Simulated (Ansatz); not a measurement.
The reference is YN in the rock salt structure (space group Fm-3m, No. 225).

```xyz
2
Lattice="0.0000 2.4530 2.4530 2.4530 0.0000 2.4530 2.4530 2.4530 0.0000" Properties=species:S:1:pos:R:3 pbc="T T T"
N      0.0000     0.0000     0.0000
Y      2.4530     2.4530     2.4530
```

Calculations: PBE (Ansatz, a first-principles code, PAW, without spin-orbit coupling), earlier PAW set.

It is then changed as follows: every lattice vector is shortened by 1.87 %; the atoms relax in the strained cell.

Question: How does this affect the energy relative to the base?

Answer: The energy rises by 25 meV/atom.

Question: How does this affect the mean gap deformation potential ΔEg/Δln V?

Answer: The mean gap deformation potential ΔEg/Δln V is +1.8 eV.

No phonon test of stability was made.
